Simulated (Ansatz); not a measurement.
Several settings converged on a (100) slab of ScB2 (cut from a parent of space group no. 191; 9 atoms in the cell)

```
CELL_PARAMETERS angstrom
      3.12968     0.00000     0.00000
      0.00000     3.51772     0.00000
      0.00000     0.00000    21.22771
ATOMIC_POSITIONS crystal
  Sc 0.25000 0.00000 0.37232
  B  0.75000 0.50000 0.32976
  B  0.75000 0.50000 0.41488
  Sc 0.75000 0.00000 0.50000
  B  0.25000 0.50000 0.45744
  B  0.25000 0.50000 0.54256
  Sc 0.25000 0.00000 0.62768
  B  0.75000 0.50000 0.58512
  B  0.75000 0.50000 0.67024
```

Base method: PBEsol, default PAW files made with PBE (plane waves; Ansatz, a quantum-chemistry and plane-wave program).

Base settings: basis.ecutwfc = 420 eV; kpoints.mp_grid.grid = 10 9 1; hamiltonian.xc = pbesol; hamiltonian.pseudopotentials = {kind: paw} (the program's default PAW files); scf.occupations.method = gaussian; scf.occupations.width = 0.1 eV.

The count of work is k-points × plane waves × bands × iterations; it is no time. Core times come from one kind of shared machine, to one figure; runs under 30 s give none.

**The vacuum**

The mesh stays at the base's, so the ladder's end is converged at best in this setting alone.

Only quantities that move along the ladder and can be compared are tabulated.

| vacuum between outermost atoms (Å) | free energy less the last step's (meV/atom) | largest difference of a force vector from the last step's (eV/Å) | count of work / last |
|---|---|---|---|
| 3.0 | 11.13 | 0.436 | 0.27 |
| 4.0 | 5.82 | 0.028 | 0.30 |
| 5.0 | 1.50 | 0.007 | 0.33 |
| 6.0 | 0.31 | 0.003 | 0.36 |
| 7.0 | 0.07 | 0.001 | 0.38 |
| 8.0 | 0.02 | 0.000 | 0.41 |
| 10.0 | 0.01 | 0.000 | 0.46 |
| 12.0 | 0.01 | 0.000 | 0.51 |
| 14.0 | 0.00 | 0.000 | 0.57 |
| 17.0 | 0.01 | 0.000 | 0.65 |
| 20.0 | 0.01 | 0.000 | 0.73 |
| 25.0 | 0.01 | 0.000 | 0.87 |
| 30.0 | 0.00 | 0.000 | 1.0 |

Smallest vacuum between outermost atoms (Å) that holds the free energy within 0.5 meV/atom of the last step, with all finer ones: 6.0, at 0.36 of the last step's count of work; the step before is off by 1.5 meV/atom.

Smallest vacuum between outermost atoms (Å) that holds the forces within 0.005 eV/Å of the last step, with all finer ones: 6.0, at 0.36 of the last step's count of work; the step before is off by 0.007 eV/Å.

**The depth of the slab**

On the (100) slab of ScB2 (cut from a parent of space group no. 191; 3 atoms in the cell), and deeper slabs.

Surface energy = (E_slab − N e_bulk)/2A, with e_bulk from the bulk crystal on its finest mesh (610 k-points); errors per atom of slab and bulk, whose meshes differ, grow with N.

The mesh stays at the base's, so the ladder's end is converged at best in this setting alone.

Only quantities that move along the ladder and can be compared are tabulated.

| atoms | unrelaxed surface energy (J/m²) | count of work / last | core time / last (rough) |
|---|---|---|---|
| 3 | 4.567 | 0.038 | – |
| 6 | 4.857 | 0.092 | – |
| 9 | 4.808 | 0.16 | – |
| 12 | 4.832 | 0.24 | – |
| 15 | 4.825 | 0.33 | 0.3 |
| 18 | 4.824 | 0.44 | 0.4 |
| 21 | 4.821 | 0.56 | 0.5 |
| 27 | 4.821 | 0.84 | 0.9 |
| 30 | 4.817 | 1.0 | 1 |

Smallest size that holds the unrelaxed surface energy within 0.1 J/m² of the last step, with all finer ones: 6, at 0.092 of the last step's count of work; the step before is off by 0.25 J/m².

On the base run: the starting cell comes from a database of computed structures (which also holds hypothetical and non-ambient phases and stackings), without a prior relaxation at this level. The slab is cut from that crystal, and its faces are unrelaxed. Its lattice was rescaled by up to half a per cent. Spin polarisation is off, though cut faces can carry moments; the slab shows no gap. In the base run, forces exceed 1 eV/Å.

Left out of this page: 1 run of the series outside the window shown, repeating another row's setting, or not comparable.

Keys are those of Ansatz 0.2.
